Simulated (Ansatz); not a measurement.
# Ag: response to strain

Consider Ag in the fcc (Cu type) structure (space group Fm-3m, No. 225; a = 4.001 Å; relaxed with 0.1 eV smearing). Axes: x, y, z lie along the cube axes.

Strains are applied to the cell and any free atomic positions relax.

Method: Ansatz (a quantum-chemistry and plane-wave program) LDA, scalar-relativistic without spin-orbit coupling.

Notes on the quantities. pressure: mean of the normal stresses, compression positive; energy relative to the base: free energy F.

```tsv
case	pressure	shortest interatomic distance	energy relative to the base
base	0.0 GPa	2.829 Å	0 meV/atom
uniaxial strain ε_zz = −2.50 %	3.8 GPa	2.794 Å	+5.5 meV/atom
uniaxial strain ε_zz = −1.50 %	2.2 GPa	___	+2.0 meV/atom
uniaxial strain ε_zz = −1.00 %	1.4 GPa	2.815 Å	___
uniaxial strain ε_zz = −0.50 %	0.7 GPa	2.822 Å	+0.2 meV/atom
uniaxial strain ε_zz = +0.50 %	-0.7 GPa	2.829 Å	+0.2 meV/atom
uniaxial strain ε_zz = +1.00 %	-1.3 GPa	2.829 Å	+0.8 meV/atom
uniaxial strain ε_zz = +2.00 %	___	2.829 Å	+3.2 meV/atom
uniaxial strain ε_zz = +2.50 %	-3.2 GPa	2.829 Å	+5.0 meV/atom
uniaxial strain ε_zz = +3.00 %	-3.7 GPa	2.829 Å	+7.1 meV/atom
```

Problem. Some entries are withheld; estimate them.

Solution. 
- uniaxial strain ε_zz = −1.50 %, shortest interatomic distance: 2.808 Å
- uniaxial strain ε_zz = −1.00 %, energy relative to the base: +0.9 meV/atom
- uniaxial strain ε_zz = +2.00 %, pressure: -2.6 GPa

Stability against distortions was not tested.
